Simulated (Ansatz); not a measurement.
Surface energy of faces of hcp Lu in PBE and in RPBE, in Ansatz (plane waves, PAW). Symmetric slabs relaxed with PBE from ideal cuts in 1x1 cells (the lowest computed cut and spin start of each face; real faces may reconstruct in larger cells); RPBE values are single points on them, with the bulk at the same level. No spin-orbit coupling, no U.

```csv
face,PBE (J/m²),RPBE (J/m²)
(10-10),1.08,0.99
(10-11),1.11,?
(10-12),1.14,1.03
(10-13),1.19,1.09
(11-20),1.13,1.03
(11-21),1.25,1.14
(11-22),1.21,1.12
(11-23),1.21,1.11
(20-21),1.11,1.02
```

Fit a straight line y = a·x + b by least squares to the 8 complete rows (x: PBE (J/m²); y: RPBE (J/m²)).

the means are x̄ = 1.1650 and ȳ = 1.0663; Σ(x − x̄)² = 0.024000 and Σ(x − x̄)(y − ȳ) = 0.022450, so a = 0.935 and b = ȳ − a·x̄ = -0.024. The largest residual is 0.013.

What does the line predict for the withheld row, (10-11), and what did the calculation give?

the line gives 1.01; the calculation gave 1.02, a miss of 0.01, of the size of the fitted rows' scatter and rounding.

Ansatz is a program for electronic structure.
